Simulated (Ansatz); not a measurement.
## Effective masses and thermopower of AlAs under load (space group R3m)

Given:

```
AlAs
1.0
    0.03675     2.86473     2.86473
    2.86473     0.03675     2.86473
    2.86473     2.86473     0.03675
Al As
1 1
Cartesian
 -0.00528  -0.00528  -0.00528
  4.32994   4.32994   4.32994
```

Computed with PBEsol with spin-orbit coupling, rigid bands (plane waves, PAW; Ansatz, a quantum-chemistry and plane-wave program). Condition of this run: uniaxial stress along [111] of -2 GPa (compression positive) (the target of the relaxation). Cell: cell and atoms relaxed with PBEsol, then loaded as said.

| Item | Result |
|---|---|
| band gap | 1.20 eV |
| electron conductivity mass (300 K, dilute) | 0.33 mₑ |
| hole conductivity mass (300 K, dilute) | 0.49 mₑ |
| effective density of states N_c (300 K) | 1.8e19 cm⁻³ |
| effective density of states N_v (300 K) | 9.5e18 cm⁻³ |
| density-of-states mass, electrons | 0.80 mₑ |
| density-of-states mass, holes | 0.52 mₑ |
| Seebeck coefficient, n-type 1e19 cm⁻³, 300 K | -265 μV/K |
| best n-type power factor at 300 K for τ = 10 fs (best axis; densities from 1e16 to 1e21 cm⁻³ tried, whether or not they can be reached) | 8.2 μW/(cm·K²) at 1e20 cm⁻³ |
| Seebeck coefficient, p-type 1e19 cm⁻³, 300 K | 263 μV/K |

Rigid bands; masses and Seebeck coefficients take one relaxation time τ for all states and one kind of carrier; polarons and phonon drag are left out.
